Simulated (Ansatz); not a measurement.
Input:

End structure of a constructed model of the (100) surface of fcc Cu, a layer of Ni in place of the second plane (bottom of the slab: a bare face, its two planes held):

```xyz
6
Lattice="2.5668 0.0000 0.0000 0.0000 2.5668 0.0000 0.0000 0.0000 25.0000" Properties=species:S:1:pos:R:3 pbc="T T T"
Cu     1.2834     1.2834     8.0105
Cu     0.0000     0.0000     9.8255
Cu     1.2834     1.2834    11.6459
Cu     0.0000     0.0000    13.4620
Ni     1.2834     1.2834    15.2097
Cu     0.0000     0.0000    16.8956
```

Model: 6-atom slab, 9.0 Å thick at the start (thin: gaps and levels are the slab's own), 15x15x1 mesh, Fermi-Dirac 0.1 eV, dipole correction, 2 atoms held, the rest relaxed; held to the start's symmetry, so lower structures may exist; spin-polarised, no spin-orbit, no U. The starting moment vanished. It is one candidate, not shown to be the stable structure of the face.

Question: What is the computed work function of the top face (Ansatz (a program for electronic structure) with PBE)?

Answer: 4.61 eV
